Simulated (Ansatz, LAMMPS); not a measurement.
# Si well of 8 atomic layers along [001] in random Si0.5Ge0.5, interfaces sharp

Cell 16.85 × 16.85 × 44.41 Å, Si361Ge215, 576 atoms. Prepared with Tersoff's 1989 multicomponent potential (SiCGe.tersoff) in LAMMPS: minimisation. 

All values below come from PBE, support functions at accuracy medium on the grid of 370 eV (norm-conserving potentials; Ansatz, an electronic-structure program).

Basis: localised support functions (accuracy medium) on a full density matrix. k-points: zone centre alone; occupations: Fermi-Dirac, 0.010 eV; spin polarisation not allowed. Spin-orbit coupling is left out.

```json
{
  "Kohn-Sham gap of the cell on its k-mesh": "0.26 eV",
  "weight_of_the_highest_filled_level_on_the_well": "0.21",
  "weight_of_the_lowest_empty_level_on_the_well": "0.87",
  "coordination (neighbours within 2.874 Å)": "100.0 % 4-fold",
  "Ge-Ge bonds, mean ± spread": "2.478 ± 0.008 Å",
  "Ge-Si bonds, mean ± spread": "2.432 ± 0.009 Å",
  "Si-Si bonds, mean ± spread": "2.392 ± 0.009 Å",
  "bond angles, mean ± spread": "109.5° ± 1.3°",
  "pressure": "-1.04 GPa",
  "cost_of_the_final_run": "around 50 core-minutes (rough), 13 SCF iterations, 12 GiB"
}
```
